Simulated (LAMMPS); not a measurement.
Consider Ni (fcc), 2048 atoms, at 2070 K and 0 GPa, heated as the crystal in molecular dynamics.

Model: classical MD, pair style adp, file Ni.adp; code LAMMPS.

Starting crystal:

Ni has the cubic space group Fm-3m (No. 225), the fcc (Cu type) structure, Pearson symbol cF4. Cell: a = b = c = 3.520 Å, α = β = γ = 90.00°. Ni on 4a is surrounded by 12 Ni at 2.489 Å (cuboctahedral). (Neighbours: up to the widest gap in distance over summed covalent radii, below 1.35, at either atom.)

Estimate the state found, the coordination number, the volume per atom for this model.

state found: crystal; no diffusion seen in 30 ps; coordination number: 12.5 (counted to 3.22 Å); volume per atom: 11.780 ± 0.002 Å³/atom.

Caution: this crystal lies over the melting point of about 1800 K that EAM-type Ni.adp gives, so it is superheated.
